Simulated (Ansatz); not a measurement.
# A self-consistent single point of Al₃Sc (Pm-3m, 4 atoms in the cell) with Ansatz

Method: PBE (plane waves, PAW; Ansatz, a program for electronic structure).

Input as run:

Ansatz 0.2 input:
```yaml
# Al3Sc
crystal:
  lattice:
    - [4.087700, 0.000000, 0.000000]
    - [0.000000, 4.087700, 0.000000]
    - [0.000000, 0.000000, 4.087700]
  atoms:
    - { symbol: Sc, position_ang: [0.000000, 0.000000, 0.000000] }
    - { symbol: Al, position_ang: [0.000000, 2.043850, 2.043850] }
    - { symbol: Al, position_ang: [2.043850, 0.000000, 2.043850] }
    - { symbol: Al, position_ang: [2.043850, 2.043850, 0.000000] }
basis:
  ecutwfc: 420.0
kpoints:
  mp_grid: { grid: [8, 8, 8] }
hamiltonian:
  xc: pbe
  pseudopotentials: { kind: paw }
scf:
  occupations: { method: fermi_dirac, width: 0.1 }
output:
  forces: true
  eigenvalues: true
  stress: true
```

The program printed (abridged):

```
WARN ansatz: RAYON_NUM_THREADS=1 ignored (pool sized by the plan → 1); use --threads N
Pseudopotentials: kind: paw
Pseudopotential: Sc, paw, valence charge 11
Pseudopotential: Al, paw, valence charge 3
Crystal: 4 atoms, lattice volume = 68.303 Å³
Basis set: ecut = 420 eV, 1357 PW (Γ), exchange–correlation on 60×60×60 points (8 copies of the dense FFT grid, shifted against one another)
Bands: 14, of which v1, the nominal top of the filled ones, is band 10 counted from 1 (9 counted from 0)
Symmetry: 48 space group operations
Space group: Pm-3m (ITA 221), of the structure as read, at distance tolerance 4.1e-5 Å
k-points: 35 of 512
Initial density: superposition of atomic densities (neutral atoms: chi_scale 0, normalization atom), corrected by the library's trained network
Initial wavefunctions: pseudopotential atomic-orbital guess
Eigensolver: davidson
Functional: x = pbe(κ = 0.804, μ = 0.2195149727645171), c = pbe(β = 0.06672455060314922)
SCF iter   1: F=—  HF=-3750.156547 eV  |F-HF|=—  |Δ(HF+E_count)|=         —  Δρ=2.65e-3  dr2=1.43e-2  ethr=1.77e-3  ⟨swp⟩=5.3  Hψ=2818  notcnv=0
all-band conjugate gradients solve this SCF's bands
preconditioner: auto → Kerker (q_TF=auto, 2.223 Å⁻¹)
SCF iter   2: F=—  HF=-3750.153870 eV  |F-HF|=—  |Δ(HF+E_count)|=   2.68e-3  Δρ=1.38e-3  dr2=3.08e-3  ethr=7.17e-5  ⟨swp⟩=1.0  Hψ=770  notcnv=0
SCF iter   3: F=—  HF=-3750.153116 eV  |F-HF|=—  |Δ(HF+E_count)|=   7.55e-4  Δρ=5.18e-4  dr2=4.75e-4  ethr=1.54e-5  ⟨swp⟩=2.1  Hψ=690  notcnv=0
SCF iter   4: F=—  HF=-3750.152987 eV  |F-HF|=—  |Δ(HF+E_count)|=   1.29e-4  Δρ=9.57e-5  dr2=6.89e-6  ethr=2.37e-6  ⟨swp⟩=2.0  Hψ=683  notcnv=0
SCF iter   5: F=—  HF=-3750.153028 eV  |F-HF|=—  |Δ(HF+E_count)|=   4.15e-5  Δρ=1.87e-5  dr2=1.55e-7  ethr=3.45e-8  ⟨swp⟩=2.1  Hψ=674  notcnv=0
SCF iter   6: F=-3750.153028 eV  HF=-3750.153028 eV  |F-HF|=2.71e-10  |Δ(HF+E_count)|=   4.18e-8  Δρ=2.54e-6  dr2=3.23e-9  ethr=5.00e-10  ⟨swp⟩=4.7  Hψ=1937  notcnv=0
SCF 1 converged in 6 iterations: F = -3750.153028 eV  dr2 = 3.23e-9
SCF converged after 6 iterations
Free energy (F): -3750.153028 eV
Harris-Foulkes:  -3750.153028 eV  (|F-HF|=2.71e-10)
Internal energy: -3750.108964 eV  (E = F + TS)
E sigma→0 (E₀):  -3750.130996 eV
Entropy (-TS):   -0.044064 eV (-11.016 meV/atom)
Fermi energy:    9.269076 eV
--- Per-component energies (eV) ---
  E_band       = -125.011157
  E_kinetic    = 333.337206
  E_local      = -1006.322312  (includes V_loc(G=0)·N_el)
  E_nonlocal   = 114.875703
  E_hartree    = 389.913150
  E_xc         = -225.181751
  E_vxc        = -218.280854  (∫ρ·V_xc dr)
  E_paw        = -2358.553307  (= ΣΔE_a)
  E_vpaw       = -128.448681  (= ΣTr[D̂ρ^β])
  E_aug_tail   = 0.000002  (compensation charges beyond the density's cutoff)
  E_ewald      = -998.177656
  E_smearing   = -0.044064  (= −TS)
  E_closure    = 0.000000  (closes the sum)
  Σ components = -3750.153028   (vs F -3750.153028, Δ=0.00e0)
--- Forces (eV/Å), atoms counted from 1 ---
  atom   1  Sc    -0.00000000     0.00000000    -0.00000000
   [... zero for the other atoms too ...]
  max |Σ_I F_I| component: 3.45e-31 eV/Å
--- Stress (GPa, compression-positive) ---
        1.253651       0.000000       0.000000
       -0.000000       1.253651       0.000000
        0.000000       0.000000       1.253651
  P = ⅓ Tr σ = 1.2537 GPa (12.537 kbar)
  The stress holds the Pulay correction. Without it, at fixed plane waves, as pw.x and ABINIT print it: P = 1.1944 GPa
--- Band table (eV; the first three rows and the last of 35) ---
  k-point 0: bands = ["-39.7262", "-18.4283", "-18.4283", "-18.4283", "-0.7723", "6.6299", "6.6299", "7.4360", "7.4360", "7.4360", "10.5054", "10.5519", "10.5519", "10.5519"]
  k-point 1: bands = ["-39.7260", "-18.4330", "-18.4279", "-18.4279", "-0.6287", "5.5713", "6.7428", "7.4540", "7.4540", "8.1279", "10.4699", "10.4699", "10.5967", "11.0768"]
  k-point 2: bands = ["-39.7255", "-18.4444", "-18.4270", "-18.4270", "-0.2052", "4.1201", "7.0640", "7.4934", "7.4934", "8.9273", "10.3273", "10.3273", "10.7107", "11.6749"]
  k-point 34: bands = ["-39.7225", "-18.4517", "-18.4517", "-18.4517", "4.4535", "4.4535", "4.4535", "4.7810", "6.2918", "6.2918", "6.2918", "10.2063", "11.8665", "11.8665"]
```

The run converged in 6 iterations.

The starting cell has typed, rounded lattice constants, without a prior relaxation at this level. Its lattice was rescaled by up to half a per cent. Ansatz's pressure includes its estimate of the finite-basis (Pulay) stress.
